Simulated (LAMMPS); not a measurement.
LAMMPS 22 Jul 2025, classical MD, Stillinger-Weber (Si.sw): Si, 10648 atoms.

| Item | Result |
|---|---|
| task | MD, nve |
| potential | Stillinger-Weber, Si.sw |
| copies of the repeat unit | 11×11×11 |
| shape (slab and sphere leave vacuum in the box) | bulk |
| neighbor skin | 2 Å |
| neigh_modify | every 1 delay 0 check yes |
| newton | on (default) |
| atom_modify sort (bins of 2 Å where set) | 1000 (default) |
| comm_style | brick (default) |
| box | 59.7 × 59.7 × 59.7 Å |
| start | generated diamond lattice, warmed in an untimed run |

All runs start from one configuration, warmed at this fixed volume for 1000 steps under a thermostat at 900 K. The run at the shortest step has a mean temperature of 901 K and a mean pressure of 1.0 GPa.

Each run covers about 2.0 ps at constant energy (mean temperature 901 K at the shortest step); σ is the standard deviation over the printed steps. Single runs; times are not shown.

Steps tried: 0.5 fs, 1 fs, 2 fs, 2.5 fs, 4 fs, 5 fs, 8 fs, 10 fs, 16 fs, 20 fs, 32 fs.

Problem. Up to which step does the ratio σ(E total)/σ(E kinetic) stay under 2 %, and what happens beyond?

Solution. 2.5 fs. The run fails or blows up at 16 fs, 20 fs, 32 fs.

```csv
time step,σ(E total)/σ(E kinetic),last minus first total energy (meV/atom),mean temperature (K)
0.5 fs,0.00046,under 0.001,901
1 fs,0.0019,−0.0015,901
2 fs,0.0075,−0.0036,899
2.5 fs,0.012,under 0.001,897
4 fs,0.032,+0.094,891
5 fs,0.052,+0.14,885
8 fs,0.17,+1.1,858
10 fs,0.32,+3.0,835
16 fs,stops: Lost atoms,—,—
20 fs,stops: Lost atoms,—,—
32 fs,stops: Lost atoms,—,—
```

The bar is a choice.
